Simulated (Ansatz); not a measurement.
RuAl (Pm-3m), PBE, DFPT electron-phonon coupling, linearised Boltzmann equation (Ansatz, a program for electronic structure): Condition of this run: functional PBE, cell relaxed with it. phonon-limited resistivity 7.22 μΩ·cm at 300 K, 9.89 μΩ·cm at 400 K, current-weighted mean free path 8.4 nm, Drude plasma energy 7.66 eV.

### Question
What is the classical skin depth at 1 GHz (nonmagnetic, μ₀ = 1.257×10⁻⁶ H/m)?

### Answer
δ = √(ρ/(π f μ₀)) = 4280 nm.

### Question
What Drude relaxation time do resistivity and plasma energy imply?

### Answer
ω_p = 1.16e16 s⁻¹, so τ = 1/(ε₀ ω_p² ρ) = 11.6 fs, a damping ħ/τ of 57.0 meV.

### Question
Estimate the electronic thermal conductivity at 300 K by the Wiedemann-Franz law (L₀ = 2.44×10⁻⁸ W·Ω/K²).

### Answer
L₀T/ρ = 2.44×10⁻⁸ × 300/(7.22×10⁻⁸) = 101 W/(m·K). Inelastic scattering puts the true Lorenz number somewhat under L₀ near and below the Debye temperature.

A metal at this level (no band gap). Only scattering by harmonic phonons is included (no impurities, grain boundaries, electron-electron scattering or thermal expansion). Spin-orbit coupling is left out. Halving the electron mesh (28x28x28) moves the resistivity by up to 2 % at 300 K, the mean free path by up to 3 %. Smearing 0.20 eV; phonons on a 5x5x5 q mesh, which this run doesn't test.
